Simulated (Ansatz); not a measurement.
H on the 1x1 (100) surface of fcc Pt (the real clean face reconstructs), one in a 2x2 cell, energies for each (31.5 Å²). Energies are against ½ H2(g), without zero-point or thermal terms; each row is named by its start.

The numbers are results of PBE (plane waves to 420 eV, PAW; Ansatz, a program for electronic structure), not measurements.

Which site binds most strongly?
(A) bridge Pt-Pt (span 2.8 Å)
(B) hollow Pt-Pt-Pt-Pt over Pt at depth 1.9 Å
(C) top Pt

A, bridge Pt-Pt (span 2.8 Å). Adsorption energies: bridge Pt-Pt (span 2.8 Å) -0.61 eV; top Pt -0.43 eV; hollow Pt-Pt-Pt-Pt over Pt at depth 1.9 Å -0.25 eV.
